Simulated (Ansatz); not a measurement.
Inside the gap of an insulator the Bloch states are evanescent, with a wavenumber k + iκ along the transport direction.

Given:

```yaml
crystal:
  lattice:
    - [3.07351, 0.00000, 0.00000]
    - [-1.53675, 2.66174, 0.00000]
    - [0.00000, 0.00000, 5.04525]
  atoms:
    - { symbol: Si, position: [0.33333, 0.66667, 0.49960] }
    - { symbol: Si, position: [0.66667, 0.33333, 0.99960] }
    - { symbol: C, position: [0.33333, 0.66667, 0.87540] }
    - { symbol: C, position: [0.66667, 0.33333, 0.37540] }
```

The cell is taken as given; by LDA it stands under a pressure of -3.8 GPa.

Transport runs along the normal of the first two printed cell vectors, the (001) plane of the conventional cell.

The gap is the functional's own, uncorrected, and κ follows it; spin-orbit coupling is left out. Mid-gap means the computed energy nearest the middle.

**Question.** Give the band gap and the smallest decay constant κ at mid-gap that LDA (Ansatz, a first-principles code) yields.

**Answer.** Gap 2.16 eV on a 12×12×6 mesh; κ = 0.228 1/Å, at the zone centre.
